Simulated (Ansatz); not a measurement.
# CoO in the zinc blende structure (space group F-43m, No. 216; ferromagnetic; a cell from a computed database, its experimental status unchecked)

```yaml
crystal:
  lattice:
    - [0.00000, 2.17558, 2.17558]
    - [2.17558, 0.00000, 2.17558]
    - [2.17558, 2.17558, 0.00000]
  atoms:
    - { symbol: Co, position: [0.50000, 0.50000, 0.50000] }
    - { symbol: O, position: [0.75000, 0.75000, 0.75000] }
```

Calculations: PBEsol in Ansatz (plane waves to 420 eV, PAW, no spin-orbit coupling). Settings: 18×18×18 k-points, 0.05 eV Fermi–Dirac smearing.

* **Volume per atom**: 10.30 Å³
* **Density**: 6.04 g/cm³
* **Band gap**: zero
* **Magnetic state**: ferromagnetic
* **Total energy**: -2826.289 eV/atom (σ→0; compares only within this code and set-up)

Whether these cells are dynamically stable was not tested. No Hubbard U is applied and the magnetic state is the run's own (CoO ferromagnetic); other magnetic orders, which need larger cells, were not tried and can change the gap. The base started in R3m and relaxed to F-43m at this level.

Ansatz is an electronic-structure program.
